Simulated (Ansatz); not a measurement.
L1₂ (Cu3Au-type) Ni3Fe, treated with PBE-D3(BJ) (PAW; Ansatz, a first-principles code).

Settings: plane-wave cutoff 520 eV, 18×18×18 k mesh, Fermi–Dirac smearing 0.043 eV (set by the program), spin-polarised with parallel moments, scalar-relativistic PAW data made under PBE.

Cell (relaxed at this level):

```cif
data_FeNi3
_chemical_formula_sum 'Fe1 Ni3'
_space_group_name_H-M_alt 'P 1'
_space_group_IT_number 1
_cell_length_a 3.50646
_cell_length_b 3.50646
_cell_length_c 3.50646
_cell_angle_alpha 90.000
_cell_angle_beta 90.000
_cell_angle_gamma 90.000
loop_
_space_group_symop_operation_xyz
  'x, y, z'
loop_
_atom_site_label
_atom_site_type_symbol
_atom_site_fract_x
_atom_site_fract_y
_atom_site_fract_z
_atom_site_occupancy
Fe1 Fe 0.00000 0.00000 0.00000 1
Ni1 Ni 0.00000 0.50000 0.50000 1
Ni2 Ni 0.50000 0.00000 0.50000 1
Ni3 Ni 0.50000 0.50000 0.00000 1
```

Task: Estimate the Poisson ratio, elastic constant C12, elastic constant C11 and elastic constant C44 that the calculation returns.

Result: 
- Poisson ratio = 0.286
- elastic constant C12 = 168 GPa
- elastic constant C11 = 302 GPa
- elastic constant C44 = 145 GPa

Note: the dispersion coefficients are held fixed in the derivatives.

Elastic constants are with the ions relaxed.

The computed numbers hold no vibrational or temperature effects.

Cost on a shared machine: very roughly 50 core-minutes.
